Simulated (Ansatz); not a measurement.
Consider MgSe in the rock salt structure (space group Fm-3m, No. 225; a = 5.4724 Å).

Level of theory: Ansatz (a program for electronic structure) r2SCAN, no spin-orbit coupling.

Base values:

The valley order is X along ⟨100⟩ 2.48 eV; Γ 3.44 eV.

The change: an isotropic linear strain of −0.50 %, atoms relaxed at fixed cell.

Question: How does this affect the valley order?

Answer: The valley order (the lowest conduction-band minima on the path, energy above the VBM, named in the base's zone) becomes X along ⟨100⟩ 2.50 eV; Γ 3.55 eV (base: X along ⟨100⟩ 2.48 eV; Γ 3.44 eV).

Question: Estimate the effect on the mean gap deformation potential ΔEg/Δln V.

Answer: The mean gap deformation potential ΔEg/Δln V amounts to -1.7 eV.

Question: What does the calculation give for the energy relative to the base after the change?

Answer: The energy increases by 0.9 meV/atom.

Whether these cells are dynamically stable was not tested.
